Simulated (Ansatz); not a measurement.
Base system: CdSe in the wurtzite structure (space group P6_3mc, No. 186; a = 4.383 Å, c = 7.155 Å). Axes: x lies along a and z along c of the hexagonal cell.

(Cell as relaxed with PBE.)

Levels (all Ansatz, a program for electronic structure, PAW, earlier PAW set): PBE (420 eV, without spin-orbit coupling); r2SCAN (500 eV, no spin-orbit coupling).

Each level relaxes its own structure.

```json
[
 {"base": "volume per atom", "PBE": "29.76 Å³", "r2SCAN": "28.86 Å³"},
 {"base": "lattice parameter a", "PBE": "4.383 Å", "r2SCAN": "4.340 Å"},
 {"base": "band gap", "PBE": "0.54 eV", "r2SCAN": "1.10 eV"}
]
```

Perturbation: biaxial strain −2.94 %, plane normal [001], relaxed out of plane (Cartesian); in-plane vectors clamped, the third vector and the atoms free.

```tsv
quantity	PBE	r2SCAN
shift of the gap caused by the change	-0.06 eV	-0.08 eV
mean in-plane stress (compression positive)	+2.4 GPa	+2.5 GPa
ratio −ε⊥/ε∥	0.85	0.91
electron mass	0.063 mₑ out of plane, 0.058 mₑ in plane (at Γ)	0.090 mₑ out of plane, 0.10 mₑ in plane (at Γ)
gap character	direct at Γ	direct at Γ
```

PBE's shift of the gap caused by the change lies 0.029 eV above r2SCAN's; PBE's in-plane stress lies 0.1 GPa below r2SCAN's; PBE's ratio −ε⊥/ε∥ lies 0.067 below r2SCAN's; the two agree on the gap character. Neither level is exact; r2SCAN is the comparison here, not a measurement.

Effective masses come from finite differences of ±0.01 Å⁻¹. No phonon test of stability was made.
